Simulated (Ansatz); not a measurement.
An Ansatz (an electronic-structure program) input (PBEsol/PAW in Ansatz, no SOC):

Ansatz 0.2 input:
```yaml
crystal:
  lattice:
    - [0.0504039333, 3.0519881654, 2.9175776766]
    - [3.0180855198, 0.0468036524, 2.9211779575]
    - [3.0111849813, 3.0486879079, 0.0537041909]
  atoms:
    - { symbol: Cd, position: [0, 0, 0] }
    - { symbol: Te, position: [0.5, 0.5, 0.5] }
basis: { ecutwfc: 420, ecutrho_ratio: 4, xc_grid: 2, fft_grid_basis: typed }
kpoints: { mp_grid: { grid: [17, 17, 17] } }
hamiltonian:
  xc: pbesol
  dispersion: none
  pseudopotentials: { kind: paw }
scf: { occupations: { method: fermi_dirac, width: 0.1 }, convergence: { dr2_threshold: 0.0000000002 } }
relax: { f_tol: 0.005, max_steps: 50 }
output: { forces: true, stress: true }
checkpoint: { write: state.ck, write_every: 1000 }
```

Q: Which symmetry and how many k-points will the program report, and about how many plane waves at Γ?

A: Space group P-1 (ITA 2) with 2 operations, k-points 2457 of 4913, and 997 plane waves at Γ.

Q: And the final pressure?

A: 2.12 GPa (compression positive).

The cells carry an imposed strain or load. Stability against distortions was not tested. All final runs are without spin polarisation. The cell was made from CdTe in the rock salt structure (space group Fm-3m, No. 225) by this change: strain tensor (xx, yy, zz, yz, xz, xy) = (−0.36, +0.89, −3.59, +0.84, +0.96, +0.73) %. This is not the structure that CdTe has at room temperature and ambient pressure.
